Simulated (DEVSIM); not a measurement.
System: illuminated Ge n-on-p cell, one wavelength, at 350 K.

Layer 1 from the left is Ge, thickness (μm) 0.330, Nd (cm⁻³) 2.6e18, τn (s) 6.6e-7, τp (s) 8.5e-7, absorption coefficient (cm⁻¹) 40000. Layer 2 from the left is Ge, thickness (μm) 130, Na (cm⁻³) 9.4e16, τn (s) 8.9e-6, τp (s) 8.9e-6, absorption coefficient (cm⁻¹) 40000.

Left contact: ohmic, minority hole recombination velocity 4e5 cm/s. Right contact: ohmic, minority electron recombination velocity 4e6 cm/s. Voltage is applied to the left contact. Recombination: SRH at mid-gap, radiative, Auger. Light enters at the left, 1.1e16 photons cm⁻² s⁻¹, one pass, no reflection. Mobility is μmin + (μ − μmin)/(1 + (N/Nref)^α).

Constants are typed, rounded textbook-type inputs, not results; the design itself was drawn at random and stands for no fabricated device. Values at 300 K; Nc and Nv go as T^1.5, mobilities as T to minus their exponent, the gap by Varshni's rule with the affinity fixed.

Ge: gap (eV) 0.664, affinity (eV) 4, permittivity 16, Nc (cm⁻³) 1.04e19, Nv (cm⁻³) 6e18, μn (cm²/Vs) 3900, μp (cm²/Vs) 1900, μn,min 150, μp,min 100, Nref,n 2.6e17, Nref,p 4e17, αn 0.56, αp 0.6, T exponent of μn 1.66, T exponent of μp 2.33, B (cm³/s) 6.4e-14, Cn (cm⁶/s) 1e-31, Cp (cm⁶/s) 1e-31, Varshni α (eV/K) 0.000477, Varshni β (K) 235.

DEVSIM, 1D drift-diffusion, Boltzmann statistics, complete ionisation; no tunnelling, impact ionisation, image-force lowering or self-heating.

Q: What does the simulation give for the dark forward voltage at 1 A/cm², the potential step across the device at zero bias, the largest field in the device at zero bias, the dark forward voltage at 100 A/cm²?

A: dark forward voltage at 1 A/cm² 0.207 V; potential step across the device at zero bias 0.463 V; largest field in the device at zero bias 110000 V/cm; dark forward voltage at 100 A/cm² 0.383 V.
